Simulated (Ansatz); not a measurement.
The starting structures come from a database of crystals and need not be the phases stable at ambient conditions.

 Where the default PAW files enter, the runs use the earlier of Ansatz's two default sets.

Crystal: Be2C (Fm-3m, not sure to be the ambient phase, 3 atoms a cell, 6.7 Å³ an atom, -2 GPa at this level); planes in its conventional cell.

Method: PBEsol (plane waves, PAW; Ansatz, an electronic-structure program).

The gap is the functional's own, uncorrected, and κ follows it; spin-orbit coupling is left out. Mid-gap values are interpolated between the computed energies.

```tsv
plane	area of the cell (Å²)	mid-gap κ (1/Å)	largest κ in the gap (1/Å)
(110)	13.2	0.14	0.15
(111)	8.1	___	0.15
(001)	9.4	___	___
```

Problem. The slowest decay depends on the direction. Supply the withheld values.

Solution. 
- (111), mid-gap κ (1/Å): 0.13
- (001), mid-gap κ (1/Å): 0.17
- (001), largest κ in the gap (1/Å): 0.17
